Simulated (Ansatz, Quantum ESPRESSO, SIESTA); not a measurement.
**One structure in several programs: Sb (R-3m, 2 atoms in the cell)**

Self-consistent single point.

```xyz
2
Lattice="3.8920 -2.1194 0.0000 3.8920 2.1194 0.0000 2.7379 0.0000 3.4848" Properties=species:S:1:pos:R:3 pbc="T T T"
Sb     2.4569     0.0000     0.8137
Sb     8.0651     0.0000     2.6711
```

Shared settings, as Ansatz (a first-principles code) writes them: kpoints.mp_grid.grid = 8 8 8; magnetization.spin_orbit = true; scf.occupations.method = fermi_dirac; scf.occupations.width = 0.1 eV. Potentials and cutoffs stand in the table.

```
code                                                                                                                                                                   model  pressure (GPa)  largest force (eV/Å)       cutoff
----------------  ----------------------------------------------------------------------------------------------------------------------------------------------------------  --------------  --------------------  -----------
Quantum ESPRESSO                                                                           PBE, spin-orbit coupling, PSlibrary fully relativistic PAW (PBE) pseudopotentials            6.05                 0.487        30 Ry
SIESTA            GGA PBE with spin-orbit coupling, numerical atomic orbitals TZP, PseudoDojo PBE fully relativistic norm-conserving potentials (rewritten from UPF to PSML)               –                 0.739  grid 400 Ry
Ansatz                                                                                                                       PBE with spin-orbit coupling, default PAW files            6.16                 0.452      default
```

A dash marks a value that a program does not give, or that is left out as unsure.

The spread over the programs that give each value: pressure within 0.11 GPa; largest force within 0.287 eV/Å.

SIESTA uses small atom-centred bases, whose incompleteness enters pressures, forces and empty levels differently from a plane-wave cutoff. Ansatz's pressure is given at a fixed set of plane waves, as the other plane-wave codes print theirs; with its correction for the finite basis it is 6.19 GPa. In the force vectors, SIESTA (by 0.269) lies more than 0.08 eV/Å from the median of the plane-wave programs.

The starting cell has typed, rounded lattice constants, without a prior relaxation at this level. Its lattice was rescaled by a random factor within 2.5 % of one.

Left out of this page: Elk (with a known weakness of the program); FLEUR (not drawn, or without a comparable value).

Keys are those of Ansatz 0.2.
